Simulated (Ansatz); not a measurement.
## Response to strain in hypothetical CsCl type NbAs

Base system: NbAs in the CsCl type structure (space group Pm-3m, No. 221; a = 3.1808 Å; a hypothetical phase, not in the database extracts checked; relaxed with 0.1 eV smearing). Axes: x, y, z lie along the cube axes.

Strains are applied to the cell and any free atomic positions relax; under biaxial strain the out-of-plane vector relaxes too.

Levels (all Ansatz, a quantum-chemistry and plane-wave program, PAW): PBEsol (420 eV, spin-orbit coupling left out); r2SCAN (500 eV, no SOC).

Pressures by level, all at the geometries relaxed with PBEsol:

```json
[
 {"case": "base", "PBEsol": "0.0 GPa", "r2SCAN": "4.9 GPa"},
 {"case": "biaxial strain +2.80 %, plane normal [001], relaxed out of plane", "PBEsol": "-6.5 GPa", "r2SCAN": "-2.2 GPa"},
 {"case": "biaxial strain +1.08 %, plane normal [110], relaxed out of plane", "PBEsol": "-2.6 GPa", "r2SCAN": "2.1 GPa"},
 {"case": "biaxial strain −2.39 %, plane normal [111], relaxed out of plane", "PBEsol": "6.5 GPa", "r2SCAN": "11.8 GPa"},
 {"case": "biaxial strain +0.76 %, plane normal [111], relaxed out of plane", "PBEsol": "-1.9 GPa", "r2SCAN": "2.8 GPa"},
 {"case": "uniaxial strain ε_zz = +0.62 %", "PBEsol": "-1.1 GPa", "r2SCAN": "3.7 GPa"},
 {"case": "tensor shear ε_yz = +3.91 %", "PBEsol": "1.3 GPa", "r2SCAN": "6.2 GPa"}
]
```

Single points use the geometry relaxed with PBEsol. Their cutoffs differ, which shifts pressures a little. No phonon test of stability was made. All final runs are without spin polarisation.
